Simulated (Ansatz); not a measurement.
In a free triangular strip chain of Mg atoms, spin-degenerate bands cross the Fermi level 3 times between Γ and the zone edge.

These are PBE (plane waves to 420 eV, PAW; Ansatz, a quantum-chemistry and plane-wave program) values and carry that method's errors. Mesh 1×1×94. No spin polarisation, so a magnetic state wasn't tested. Isolated but for its images some 11 Å away. A hypothetical model. Only distortions within the start's symmetry and period were free. Pairing along the axis, which can open a gap, is among the distortions not tried.

Question: What are the conductance and the two-terminal resistance of a perfect, endless piece?

Answer: Each crossing on the half of the zone with k > 0 has a partner at −k, so it gives one mode in each direction. Counting spin there are 6 modes, each carrying e²/h = 38.74 μS. G = 6 × 38.74 = 232.4 μS and R = 1/G = 4.30 kΩ, whatever the length. Scattering by phonons, roughness and contacts can only raise R.
